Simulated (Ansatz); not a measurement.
# A computed series for GaN: response to strain

Take GaN in the wurtzite structure (space group P6_3mc, No. 186; a = 3.152 Å, c = 5.138 Å) as the base. Axes: x lies along a and z along c of the hexagonal cell.

Strains are applied to the cell and any free atomic positions relax; under biaxial strain the out-of-plane vector relaxes too.

Level of theory: LDA (Ansatz, an electronic-structure program; PAW; 420 eV plane waves; spin-orbit coupling left out).

| biaxial strain, plane normal [001], relaxed out of plane (%) | out-of-plane strain (%) |
|---|---|
| 0 | 0.00 |
| 1.2 | ? |
| 1.8 | -0.87 |
| 2.4 | -1.16 |
| 3 | -1.45 |

Task: Fit ε⊥ = −νε + γε² (strains in %) to the rows shown and predict the withheld row.

Result: Least squares on the printed values gives ν = 0.48 (the biaxial Poisson response) and γ = 0.000 (largest residual 0.00 %); this predicts -0.58 %, and the run gives -0.59 %, in agreement.

Stability against distortions was not tested.
